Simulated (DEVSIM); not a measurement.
Structure: isotype n-n heterojunction Al0.35Ga0.65As/GaAs, at 300 K.

```csv
layer (left to right),material,thickness (μm),Nd (cm⁻³),τn (s),τp (s)
1,Al0.35Ga0.65As,0.220,2.8e16,8.5e-10,8.5e-10
2,GaAs,0.480,8.5e15,8.5e-10,8.5e-10
```

Left contact: ohmic. Right contact: ohmic. Voltage is applied to the left contact. Recombination: SRH at mid-gap, radiative. Mobility is μmin + (μ − μmin)/(1 + (N/Nref)^α).

Constants are typed, rounded textbook-type inputs, not results; the design itself was drawn at random and stands for no fabricated device. Values at 300 K; Nc and Nv go as T^1.5, mobilities as T to minus their exponent, the gap by Varshni's rule with the affinity fixed. The table also holds parameters that only a changed run uses.

```
parameter         Al0.35Ga0.65As      GaAs
----------------  --------------  --------
gap (eV)                  1.8604     1.424
affinity (eV)             3.7935      4.07
permittivity               11.91      12.9
Nc (cm⁻³)                7.44e17    4.7e17
Nv (cm⁻³)                   9e18      9e18
μn (cm²/Vs)                 3495      8500
μp (cm²/Vs)                  176       400
μn,min                       500       500
μp,min                        20        20
Nref,n                      6e16      6e16
Nref,p                    1.5e17    1.5e17
αn                          0.39      0.39
αp                          0.38      0.38
T exponent of μn             2.1       2.1
T exponent of μp             2.2       2.2
B (cm³/s)                  2e-10     2e-10
Cn (cm⁶/s)                 1e-30     1e-30
Cp (cm⁶/s)                 1e-30     1e-30
Varshni α (eV/K)        0.000541  0.000541
Varshni β (K)                204       204
```

Simulated with DEVSIM: 1D drift-diffusion, Boltzmann statistics, complete ionisation; no tunnelling, impact ionisation, image-force lowering or self-heating. Band offsets follow the typed affinities; no thermionic-emission limit at abrupt steps, no polarisation charge.

Base results: potential step across the device at zero bias (V) 0.295.

Q: What follows from this one change: doping Nd of layer 1 2.8e+16 → 8.4e+15 cm^-3?

A: potential step across the device at zero bias 0.295 → 0.264 V.

Q: What follows from this one change: temperature 300 → 450 K?

A: potential step across the device at zero bias 0.295 → 0.305 V.
